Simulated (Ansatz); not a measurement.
Consider BeSe in the zinc blende structure (space group F-43m, No. 216).

```
BeSe
1.0
    0.00000     2.54081     2.54081
    2.54081     0.00000     2.54081
    2.54081     2.54081     0.00000
Be Se
1 1
Direct
  0.00000   0.00000   0.00000
  0.25000   0.25000   0.25000
```

Cartesian axes are those of the cell as printed.

All numbers come from Ansatz (a quantum-chemistry and plane-wave program) LDA, no spin-orbit coupling.

It is then changed as follows: a pure shear with ε_xy = ε_yx = 0.0200; the atoms relax in the strained cell.

What does the calculation give for the energy relative to the base and stress after the change?

The energy increases by 5.8 meV/atom; the stress (xx, yy, zz, yz, xz, xy; compression positive) is (0.12, 0.12, -0.03, 0.00, 0.00, -2.84) GPa.

Stability against distortions was not tested.
